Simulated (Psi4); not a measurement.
Psi4 1.11, BP86/def2-svp: Cu(Cl)(CNMe) (C[N+]#[C-]->[Cu][Cl]), 8 atoms. The geometry is a generated start, not checked to be a minimum at this level.

```json
{
  "task": "energy",
  "method": "bp86",
  "basis": "def2-svp",
  "memory": "3 GB",
  "maxiter": "100",
  "keys_of_the_molecule_block": "symmetry c1",
  "scf_type": "df (default)",
  "guess": "auto, which took SAD (default)",
  "scf_initial_accelerator": "adiis (default)",
  "e_convergence": "1e-06 (default)",
  "d_convergence": "1e-06 (default)",
  "dft_radial_points": "75 (default)",
  "dft_spherical_points": "302 (default)",
  "basis_functions": "106",
  "grid_points": "173500"
}
```

```xyz
8

Cu     1.1024     1.4205    -1.9322
Cl     1.9433     2.5311    -3.4210
C     -0.7066    -0.9131     1.2397
N     -0.1236    -0.1697     0.2249
C      0.3625     0.4539    -0.6278
H     -0.6369    -0.3619     2.1791
H     -0.1852    -1.8669     1.3371
H     -1.7559    -1.0939     1.0002
```

Charge 0 and multiplicity 1 are set for this test and not shown to be the ground state.

One run each on 2 threads. Values of diis_max_vecs tried: 3, 6, 10 (default), 20.

Problem. How does the count of SCF iterations change with diis_max_vecs, and where is it least?

Solution. Fewest SCF iterations, within one of each other: 6 with 13, 10 (default) with 13, 20 with 14. The count rises to 50 at 3. All converge to one solution.

```
diis_max_vecs  SCF iterations            end
-------------  --------------  -------------
3                          50  same solution
6                          13  same solution
10 (default)               13  same solution
20                         14  same solution
```
